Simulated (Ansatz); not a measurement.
## A computed series for KF: response to strain

Take KF in the rock salt structure (space group Fm-3m, No. 225; a = 5.307 Å) as the base. Axes: x, y, z lie along the cube axes.

Strains are applied to the cell and any free atomic positions relax; under biaxial strain the out-of-plane vector relaxes too.

Level of theory: PBEsol (Ansatz, a first-principles code), without spin-orbit coupling.

Candidates:
(a) biaxial strain +3.00 %, plane normal [001], relaxed out of plane
(b) biaxial strain −2.50 %, plane normal [001], relaxed out of plane
(c) biaxial strain −1.50 %, plane normal [001], relaxed out of plane
(d) biaxial strain +1.50 %, plane normal [001], relaxed out of plane
(e) biaxial strain −3.00 %, plane normal [001], relaxed out of plane

Base values:

```
Property    Value
--------  -------
Band gap  6.15 eV
```

Q: Order them by band gap, lowest first.

A: (a) biaxial strain +3.00 %, plane normal [001], relaxed out of plane (5.87 eV), (d) biaxial strain +1.50 %, plane normal [001], relaxed out of plane (6.01 eV), (c) biaxial strain −1.50 %, plane normal [001], relaxed out of plane (6.26 eV), (b) biaxial strain −2.50 %, plane normal [001], relaxed out of plane (6.33 eV), (e) biaxial strain −3.00 %, plane normal [001], relaxed out of plane (6.36 eV)

Stability against distortions was not tested.
